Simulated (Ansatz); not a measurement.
Bond-angle distributions (per cent of the angles at each element, bins of 10°) of a relaxed model of amorphous Si24O49Mg at 2.16 g/cm³. These are PBE, scalar-relativistic without spin-orbit coupling (plane waves to 420 eV, PAW; Ansatz, an electronic-structure program) values and carry that method's errors.

The cell was made by melting and quenching with the CHGNet potential and then relaxed with DFT. O atoms were pushed apart under 1.9 Å during the dynamics, to hinder bonds among them. The hot cell started wider than the set density and was brought back towards it in steps. It is the lowest in DFT energy of 2 quenches. It is a model cell: composition and starting density were chosen by hand, and all elements were melted together. No dispersion term was used. Its density started from a set value of 2.22 and ended at 2.16 g/cm³. The simulated quench (nominally 400 K/ps over its main leg) is rapid and tends to freeze in more defects than a deposited or slowly cooled glass has. A cell of this size samples the disorder only roughly. Volume and shape were free in the relaxation.

Bonds are counted up to Si-Si 2.60 Å, Si-O 1.94 Å, Si-Mg 2.82 Å, O-O 1.58 Å, O-Mg 2.48 Å, Mg-Mg 3.19 Å. Two cations that share two anions don't count as bonded, nor two that share one unless they lie closer than Si-Si 2.38 Å, Si-Mg 2.74 Å, Mg-Mg 3.10 Å.

| angle (°) | at Si | at O |
|---|---|---|
| 50-60 | 0 | 0 |
| 60-70 | 0 | 0 |
| 70-80 | 0 | 0 |
| 80-90 | 1 | 2 |
| 90-100 | 2 | 2 |
| 100-110 | 51 | 0 |
| 110-120 | 44 | 6 |
| 120-130 | 1 | 27 |
| 130-140 | 0 | 18 |
| 140-150 | 0 | 20 |
| 150-160 | 0 | 16 |
| 160-170 | 0 | 8 |
| 170-180 | 0 | 2 |

They go with these counts of neighbours within the cut-offs, cation contacts included: Si mean 4.0, most often 4; O mean 2.0, most often 2.
